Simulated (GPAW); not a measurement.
A self-consistent single point of CoSi (P2_13, 8 atoms in the cell) with GPAW.

Method: LDA (Perdew-Wang 92), GPAW PAW datasets LDA (gpaw-data 1.0.1) (plane waves; GPAW).

```xyz
8
Lattice="4.4410 0.0000 0.0000 0.0000 4.4410 0.0000 0.0000 0.0000 4.4410" Properties=species:S:1:pos:R:3 pbc="T T T"
Co     3.7930     2.8684     1.5725
Co     2.8684     1.5725     3.7930
Co     1.5725     3.7930     2.8684
Co     0.6479     0.6479     0.6479
Si     0.6952     1.5253     2.9157
Si     1.5253     2.9157     0.6952
Si     2.9157     0.6952     1.5253
Si     3.7458     3.7458     3.7458
```

Reference input (self-consistent single point, DFT PBE, plane waves, GPAW PAW datasets PBE (gpaw-data 1.0.1)): mode = pw; ecut = 850 eV; xc = PBE; kpts = 9 9 9; mesh shift (steps) = 0 0 0; occupations.name = methfessel-paxton; occupations.width = 0.1 eV; occupations.order = 0; nbands = -12; symmetry.symmorphic = false; symmetry.tolerance = 0.0005; maxiter = 150. This run's input differs from it in these lines:

```diff
@@ -19,3 +19,3 @@
 calc = GPAW(mode=PW(850),
-            xc='PBE',
+            xc='LDA',
             kpts=(9, 9, 9),
```

Its files differ too (potentials: GPAW PAW datasets LDA (gpaw-data 1.0.1)).

The program printed (abridged):

```
     iter     time        total  log10-change:
                         energy   eigst   dens
iter:   1 --:--:--   -68.084773
iter:   2 --:--:--   -67.936746   +0.04  -1.19
iter:   3 --:--:--   -67.609214   -0.50  -1.23
iter:   4 --:--:--   -67.856417   -0.66  -1.32
iter:   5 --:--:--   -67.893676   -0.75  -1.51
iter:   6 --:--:--   -67.686156   -2.59  -1.65
iter:   7 --:--:--   -67.388262   -1.29  -1.73
iter:   8 --:--:--   -67.384759   -2.85  -2.43
iter:   9 --:--:--   -67.380842c  -3.62  -2.60
iter:  10 --:--:--   -67.380949c  -4.16  -2.83
iter:  11 --:--:--   -67.380416c  -4.31  -2.98
iter:  12 --:--:--   -67.380396c  -4.57  -3.33
iter:  13 --:--:--   -67.380356c  -5.22  -3.61
iter:  14 --:--:--   -67.380352c  -6.40  -3.92
iter:  15 --:--:--   -67.380360c  -5.88  -4.07c
iter:  16 --:--:--   -67.380351c  -5.57  -3.98
iter:  17 --:--:--   -67.380349c  -6.51  -4.26c
iter:  18 --:--:--   -67.380349c  -7.24  -4.82c
iter:  19 --:--:--   -67.380349c  -7.22  -4.80c
iter:  20 --:--:--   -67.380349c  -7.57c -4.83c
Converged after 20 iterations.

Dipole moment: (0.000000, 0.000000, 0.000000) |e|*Ang

Energy contributions relative to reference atoms: (reference = -182787.919548)

Kinetic:        +61.358875
Potential:      -43.998592
External:        +0.000000
XC:             -84.426241
Entropy (-ST):   -0.006602
Local:           -0.311090
SIC:             +0.000000
--------------------------
Free energy:    -67.383650
Extrapolated:   -67.380349

Showing only first 2 kpts
 Kpt  Band  Eigenvalues  Occupancy
  0    24     11.40005    1.14824
  0    25     11.40005    1.14824
  0    26     11.40005    1.14824
  0    27     13.88062    0.00000

  1    24     11.23486    1.98836
  1    25     11.36213    1.53040
  1    26     11.65419    0.00066
  1    27     13.44237    0.00000

Fermi level: 11.41327

No gap
   [... lines left out ...]
  2 Co    0.06567    0.06567   -0.06567
  3 Co   -0.06567   -0.06567   -0.06567
  4 Si    0.06261   -0.06261    0.06261
  5 Si   -0.06261    0.06261    0.06261
  6 Si    0.06261    0.06261   -0.06261
  7 Si   -0.06261   -0.06261   -0.06261

Stress tensor:
     0.078515     0.000000     0.000000
     0.000000     0.078515     0.000000
     0.000000     0.000000     0.078515
Stress (GPa, Voigt): [12.5794 12.5794 12.5794  0.      0.      0.    ]
```

The run converged in 20 iterations. GPAW prints stress with tension positive. Against the reference run the pressure goes from -0.09 to -12.58 GPa and the largest force goes from 0.040 to 0.114 eV/Å.

The starting cell comes from a database of computed structures (which also holds hypothetical and non-ambient phases and stackings), without a prior relaxation at this level. Its lattice was rescaled by a random factor within 2.5 % of one. Spin polarisation is off. With a pressure of about -13 GPa the cell is away from its equilibrium volume at this level.

Cost on one core of a shared machine: roughly 3 min.
